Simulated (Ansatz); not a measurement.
The parent structure is MoSi2 (space group I4/mmm, No. 139; a = 3.174 Å, c = 7.779 Å; relaxed with 0.1 eV smearing). Axes: x, y, z lie along a, b, c of the conventional cell.

Computed with LDA (Ansatz, an electronic-structure program; PAW; 420 eV plane waves; no spin-orbit coupling).

The change: compressive biaxial strain of 1.50 % in the plane normal to [001], as in epitaxy on a mismatched substrate; the out-of-plane cell vector and the atoms relax.

Task: Estimate the effect on the energy relative to the base and out-of-plane strain.

Result: The energy grows by 9.7 meV/atom; the out-of-plane strain is +0.61 %.

No phonon test of stability was made. The final runs are not spin-polarised.
